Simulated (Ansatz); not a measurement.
The reference is TiAl (space group P4/mmm, No. 123; a = 2.813 Å, c = 4.058 Å). Axes: x, y, z lie along a, b, c of the conventional cell.

Calculations: Ansatz (a quantum-chemistry and plane-wave program), r2SCAN, PAW, cutoff 500 eV, spin-orbit coupling left out.

Base values:

The volume per atom is 16.06 Å³. The pressure comes out as 0.0 GPa.

Perturbation: biaxial strain −0.72 %, plane normal [001], relaxed out of plane (Cartesian); in-plane vectors clamped, the third vector and the atoms free.

What happens to the volume per atom and pressure?

The volume per atom falls by 0.124 Å³ (16.06 Å³ → 15.93 Å³); the pressure (mean of the normal stresses, compression positive) goes from zero to 1.0 GPa.

Stability against distortions was not tested. The final runs are not spin-polarised.
